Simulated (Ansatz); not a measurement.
Effect of pressure −1 GPa on C

Take C in the diamond structure (space group Fd-3m, No. 227; a = 3.560 Å) as the base.

Perturbation: hydrostatic tension (pressure −1 GPa).

All numbers come from r2SCAN (Ansatz, a quantum-chemistry and plane-wave program), spin-orbit coupling left out, earlier PAW set. k-mesh 16×16×16 (Γ-centred); smearing 0.05 eV (Fermi–Dirac).

The volume per atom is nearly the same (5.64 Å³ against 5.65 Å³) and the density is nearly the same (3.54 g/cm³ against 3.53 g/cm³). The lattice parameter a increases by 0.003 Å (3.560 Å → 3.563 Å) and the shortest interatomic distance stays essentially unchanged (1.542 Å against 1.543 Å). The enthalpy H = E + PV relative to the base's energy amounts to -0.04 eV/atom and the band gap remains 4.36 eV. The gap character is still indirect, Γ → Γ–X (71 % along) and the width of the top valence band hardly moves (8.75 eV against 8.73 eV). The electron mass becomes 1.6 mₑ along k, 0.27 mₑ across (off the special points) (base: 1.6 mₑ along k, 0.28 mₑ across (off the special points)).

Cost of the whole job for the changed cell (relaxation, final SCF and bands): very roughly 9 core-seconds.

Load acts through the strain it causes; cell and atoms are relaxed under it. Masses are band curvatures over ±0.01 Å⁻¹ around the edge. Along k means along the line from Γ to the band edge. No phonon test of stability was made.
